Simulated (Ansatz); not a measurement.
Response to strain in TiAl

Base system: TiAl (space group P4/mmm, No. 123; relaxed with 0.1 eV smearing).

```
TiAl
1.0
    2.81271     0.00000     0.00000
    0.00000     2.81271     0.00000
    0.00000     0.00000     4.06160
Ti Al
1 1
Cartesian
  0.00000   0.00000   0.00000
  1.40635   1.40635   2.03080
```

Cartesian axes are those of the cell as printed.

Strains are applied to the cell and any free atomic positions relax.

Level of theory: r2SCAN/PAW in Ansatz (a quantum-chemistry and plane-wave program), no spin-orbit coupling.

Notes on the quantities. energy relative to the base: free energy F; pressure: mean of the normal stresses, compression positive.

| case | energy relative to the base | pressure | volume per atom |
|---|---|---|---|
| base | 0 meV/atom | 0.0 GPa | 16.07 Å³ |
| uniaxial strain ε_xx = −3.00 % | +10 meV/atom | 4.0 GPa | 15.58 Å³ |
| uniaxial strain ε_xx = −2.50 % | (withheld) | (withheld) | 15.66 Å³ |
| uniaxial strain ε_xx = −2.00 % | +4.5 meV/atom | 2.6 GPa | 15.75 Å³ |
| uniaxial strain ε_xx = −1.50 % | +2.5 meV/atom | 1.9 GPa | 15.83 Å³ |
| uniaxial strain ε_xx = −1.00 % | +1.1 meV/atom | 1.2 GPa | 15.91 Å³ |
| uniaxial strain ε_xx = −0.50 % | +0.3 meV/atom | 0.6 GPa | 15.99 Å³ |

Question: Complete the table.

Answer: 
- uniaxial strain ε_xx = −2.50 %, energy relative to the base: +7.1 meV/atom
- uniaxial strain ε_xx = −2.50 %, pressure: 3.2 GPa

No phonon test of stability was made. All final runs are without spin polarisation.
